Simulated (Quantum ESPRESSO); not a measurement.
Input and output of a self-consistent single point for ZrHg3 (Pm-3m, 4 atoms in the cell) (Quantum ESPRESSO).

Method: PBEsol, SSSP 1.1.2 efficiency (PBE) pseudopotentials (plane waves; Quantum ESPRESSO 7.5).

```
ZrHg3
1.0
    4.41774     0.00000     0.00000
    0.00000     4.41774     0.00000
    0.00000     0.00000     4.41774
Zr Hg
1 3
Cartesian
  0.00000   0.00000   0.00000
  2.20887   2.20887   0.00000
  0.00000   2.20887   2.20887
  2.20887   0.00000   2.20887
```

Reference input (self-consistent single point, DFT, LDA (PZ), plane waves, GBRV 1.5 ultrasoft (LDA) pseudopotentials): ecutwfc = 40 Ry; ecutrho = 320 Ry; occupations = smearing; smearing = gaussian; degauss = 0.0073499 Ry; potentials = {Zr: zr_lda_v1.uspp.F.UPF, Hg: hg_lda_v1.uspp.F.UPF}; K_POINTS = automatic 8 8 8 0 0 0; conv_thr = 1e-11 Ry; mixing_beta = 0.4. This run's input differs from it in these lines:

```diff
@@ -12,4 +12,4 @@
   ntyp = 2
-  ecutwfc = 40
-  ecutrho = 320
+  ecutwfc = 60
+  ecutrho = 480
   occupations = 'smearing'
@@ -17,2 +17,3 @@
   degauss = 0.0073499
+  input_dft = 'pbesol'
 /
@@ -23,4 +24,4 @@
 ATOMIC_SPECIES
-Zr    91.2240  zr_lda_v1.uspp.F.UPF
-Hg   200.5920  hg_lda_v1.uspp.F.UPF
+Zr    91.2240  Zr_pbe_v1.uspp.F.UPF
+Hg   200.5920  Hg_ONCV_PBE-1.0.oncvpsp.upf
 CELL_PARAMETERS {bohr}
```

Log, with long lists cut:

```
     Self-consistent Calculation

     iteration #  1     ecut=    60.00 Ry     beta= 0.40

     Threshold (ethr) on eigenvalues was too large:
     Diagonalizing with lowered threshold

     negative rho (up, down):  6.074E-02 0.000E+00

     total energy              =   -1028.66271335 Ry
     estimated scf accuracy    <       0.30268132 Ry

     iteration #  2     ecut=    60.00 Ry     beta= 0.40

     negative rho (up, down):  6.087E-02 0.000E+00

     total energy              =   -1028.73296418 Ry
     estimated scf accuracy    <       0.10115868 Ry

     iteration #  3     ecut=    60.00 Ry     beta= 0.40

     negative rho (up, down):  6.098E-02 0.000E+00

     total energy              =   -1028.74875283 Ry
     estimated scf accuracy    <       0.00438323 Ry

   [... 9 blocks of this kind left out ...]

     iteration # 13     ecut=    60.00 Ry     beta= 0.40

     negative rho (up, down):  6.115E-02 0.000E+00

     total energy              =   -1028.74913152 Ry
     estimated scf accuracy    <          1.6E-11 Ry

     iteration # 14     ecut=    60.00 Ry     beta= 0.40

     negative rho (up, down):  6.115E-02 0.000E+00
     End of self-consistent calculation

     the Fermi energy is    16.3175 ev

!    total energy              =   -1028.74913152 Ry
     estimated scf accuracy    <          4.5E-12 Ry
     smearing contrib. (-TS)   =      -0.00163676 Ry
     internal energy E=F+TS    =   -1028.74749476 Ry

     convergence has been achieved in  14 iterations

     negative rho (up, down):  6.115E-02 0.000E+00

     Forces acting on atoms (cartesian axes, Ry/au):

     atom    1 type  1   force =     0.00000000    0.00000000    0.00000000
   [... zero for the other atoms too ...]

     Total force =     0.000000     Total SCF correction =     0.000000

     negative rho (up, down):  6.115E-02 0.000E+00
          total   stress  (Ry/bohr**3)                   (kbar)     P=      -39.24
  -0.00026676   0.00000000   0.00000000          -39.24        0.00        0.00
   0.00000000  -0.00026676   0.00000000            0.00      -39.24        0.00
   0.00000000   0.00000000  -0.00026676            0.00        0.00      -39.24

   JOB DONE.
```

The run converged in 14 iterations. Against the reference run the pressure goes from -6.33 to -3.92 GPa.

The starting cell comes from a database of computed structures (which also holds hypothetical and non-ambient phases and stackings), without a prior relaxation at this level. With a pressure of about -4 GPa the cell is away from its equilibrium volume at this level.

Cost on one core of a shared machine: roughly 4 min.
